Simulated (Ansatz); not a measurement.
The starting structures come from a database of crystals and need not be the phases stable at ambient conditions.

Inside the gap of an insulator the Bloch states are evanescent, with a wavenumber k + iκ along the transport direction.

Data:

```xyz
8
Lattice="4.9370 0.0000 0.0000 2.4685 4.7733 0.0000 2.4685 1.2766 4.0805" Properties=species:S:1:pos:R:3 pbc="T T T"
Zn     4.9370     3.0250     2.0403
Pd     0.0000     0.0000     0.0000
F      4.2035     1.4826     0.9831
F      5.6705     4.5673     3.0974
F      6.5763     1.9510     2.4805
F      3.2976     4.0989     1.6000
F      4.0311     2.3303     3.6930
F      5.8428     3.7196     0.3875
```

Space group of this cell: R-3. The cell is taken as given.

Transport runs along the normal of the first two printed cell vectors, the (101) plane of the conventional cell.

The gap is the functional's own, uncorrected, and κ follows it; spin-orbit coupling is left out. Mid-gap values are interpolated between the computed energies.

Question: Give the band gap and the smallest decay constant κ at mid-gap that r2SCAN run with Ansatz (a first-principles code) yields.

Answer: Gap 2.15 eV on a 8×8×8 mesh; κ = 0.490 1/Å, at the zone centre.
